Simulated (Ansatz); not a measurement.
Take Nb in the bcc (W type) structure (space group Im-3m, No. 229; a = 3.303 Å) as the base. Axes: x, y, z lie along the cube axes.

Computed with Ansatz (a first-principles code), r2SCAN, PAW, cutoff 500 eV, no spin-orbit coupling.

For the base:

| Property | Result |
|---|---|
| Volume per atom | 18.01 Å³ |
| Pressure | 0.0 GPa |

The change: biaxial strain +0.96 %, plane normal [110], relaxed out of plane (Cartesian); in-plane vectors clamped, the third vector and the atoms free.

Estimate the effect on the volume per atom.

The volume per atom goes up by 0.08 Å³, from 18.01 Å³ to 18.09 Å³.

Predict the new energy relative to the base.

The energy goes up by 1.2 meV/atom.

What does the calculation give for the pressure after the change?

The pressure (mean of the normal stresses, compression positive) goes from zero to -0.7 GPa.

Without a gap, meshes like the base's 20×20×20 leave anisotropic stresses uncertain by several tenths of a GPa, and small strain energies with them. Stability against distortions was not tested. The final runs are not spin-polarised.
